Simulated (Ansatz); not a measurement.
For C (model structure, Cmmm, No. 65, 8 atoms in the cell), LDA (PAW; Ansatz, a quantum-chemistry and plane-wave program) gives:

```
Property               Result
---------------  ------------
bulk modulus B0       448 GPa
cohesive energy  8.81 eV/atom
band gap              3.06 eV
```

Task: What does r²SCAN (PAW; Ansatz) give for the same quantities?

Result: 
- bulk modulus: 431 GPa (falls by 3.8 %)
- cohesive energy: 7.36 eV/atom (drops by 1.45 eV/atom)
- band gap: 3.57 eV (goes up by 0.51 eV)

Changes are worked out from the printed values.

Unless a cell is named, each level is at its own relaxed cell (LDA 5.66, r²SCAN 5.80 Å³/atom).

Density-functional gaps are differences of (generalised) Kohn–Sham levels.

Caveats: the bulk modulus is −V dP/dV from two relaxed cells at ±2 % in volume (LDA, r²SCAN). Ansatz's density-functional and Hartree–Fock values are scalar-relativistic unless marked +SOC, with PAW data made under PBE.

A model structure was made by putting elements into a prototype or built by hand; it is no filed structure, need not be a known phase, and can be a saddle point held by its symmetry.
